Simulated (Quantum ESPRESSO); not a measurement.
# Habitual settings against a tight run: RuS2 (Pa-3, 12 atoms in the cell)

Self-consistent single point.

```
CELL_PARAMETERS angstrom
      5.68748     0.00000     0.00000
      0.00000     5.68748     0.00000
      0.00000     0.00000     5.68748
ATOMIC_POSITIONS crystal
  Ru 0.00000 0.50000 0.50000
  Ru 0.50000 0.50000 0.00000
  Ru 0.50000 0.00000 0.50000
  Ru 0.00000 0.00000 0.00000
  S  0.38820 0.11180 0.88820
  S  0.61180 0.88820 0.11180
  S  0.11180 0.88820 0.38820
  S  0.88820 0.11180 0.61180
  S  0.88820 0.38820 0.11180
  S  0.11180 0.61180 0.88820
  S  0.61180 0.61180 0.61180
  S  0.38820 0.38820 0.38820
```

Method: revPBE, PseudoDojo stringent norm-conserving (PBE) pseudopotentials (plane waves; Quantum ESPRESSO 7.5).

Base settings: ecutwfc = 85 Ry; occupations = fixed; input_dft = revpbe; potentials = {Ru: Ru.upf, S: S.upf}; K_POINTS = automatic 4 4 4 1 1 1; nbnd = 60; conv_thr = 1e-09 Ry.

Tight run (finer mesh or higher cutoff; not a proven limit): ecutwfc: 85 Ry → 119 Ry; conv_thr: 1e-09 Ry → 7.3e-11 Ry; K_POINTS: automatic 4 4 4 1 1 1 → automatic 6 6 6 1 1 1. It gave top of the valence band (on the code's own zero) 12.75 eV; gap on the k-point mesh 1.00 eV; pressure -1.40 GPa; largest force (vector length) 0.189 eV/Å.

Quick runs, as changes from the base:
- A: ecutwfc: 85 Ry → 72 Ry; input_dft: revpbe → default; conv_thr: 1e-09 Ry → 7.3e-06 Ry; K_POINTS: automatic 4 4 4 1 1 1 → automatic 6 6 6 1 1 1; potentials: PseudoDojo standard norm-conserving (LDA) [LDA (PW92)]
- B: ecutwfc: 85 Ry → 51 Ry; occupations: fixed → smearing; nbnd: 60 → default; K_POINTS: automatic 4 4 4 1 1 1 → automatic 6 6 6 1 1 1; smearing: default → marzari-vanderbilt; degauss: default → 0.0099958 Ry
- C: ecutwfc: 85 Ry → 45 Ry; occupations: fixed → smearing; nbnd: 60 → default; input_dft: revpbe → default; K_POINTS: automatic 4 4 4 1 1 1 → automatic 2 2 2 1 1 1; smearing: default → fermi-dirac; degauss: default → 0.019992 Ry; potentials: PseudoDojo standard norm-conserving (LDA) [LDA (PW92)]

Dashes: pressure of A, not trusted under this conv_thr with d or f elements; gap of C, left out as unsure on this mesh or at this smearing; time of C, under 30 s.

Gaps are read on each run's own mesh, which may miss the band edges.

† marks runs with another functional, U, potentials or spin treatment: their distance from the tight run is not a convergence error alone.

The count of work is k-points × plane waves × bands × iterations; it is no time. Core times come from one kind of shared machine and are given to one figure; runs under 30 s give none.

The starting cell comes from a database of computed structures (which also holds hypothetical and non-ambient phases and stackings), without a prior relaxation at this level. Its lattice was rescaled by a random factor within 2.5 % of one. The shifted mesh does not hold Γ, so a gap read on it misses any band edge there.

| run | pressure less tight (GPa) | largest miss in a force vector (eV/Å) | gap on the mesh less tight (eV) | count of work / tight | core time / tight (rough) |
|---|---|---|---|---|---|
| A† | – | 0.132 | -0.050 | 0.18 | 0.2 |
| B | -16.88 | 0.007 | 0.004 | 0.16 | 0.1 |
| C† | -42.43 | 0.140 | – | 0.012 | – |

Left out of this page: 1 run of the series outside the window shown, repeating another row's setting, or not comparable.
